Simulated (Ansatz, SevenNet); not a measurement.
**Lattice constant a of fluorite AuAl2 at several levels of theory**

No measured value is used here.

```
level (code)              value (Å)
------------------------  ---------
SevenNet-l3i5 (SevenNet)      6.063
LDA (Ansatz)                    ___
PBE (Ansatz)                  6.061
PBE+SOC (Ansatz)              6.046
PBEsol (Ansatz)               6.003
PBEsol+SOC (Ansatz)           5.989
PBE-D3(BJ) (Ansatz)             ___
PBE-D4 (Ansatz)               5.997
rVV10 (Ansatz)                  ___
r²SCAN (Ansatz)               6.010
PBE0 (Ansatz)                 6.012
```

Problem. Complete the blanks.

Solution. 
- LDA (Ansatz, a quantum-chemistry and plane-wave program), value (Å): 5.956
- PBE-D3(BJ) (Ansatz), value (Å): 5.993
- rVV10 (Ansatz), value (Å): 6.100

Density-functional levels without +SOC have no spin–orbit coupling. Cutoffs and k meshes differ between the levels. Ansatz's density-functional and Hartree–Fock values are scalar-relativistic unless marked +SOC, with PAW data made under PBE.

Machine-learned potentials (SevenNet-l3i5) are trained on DFT data, which may include these solids.
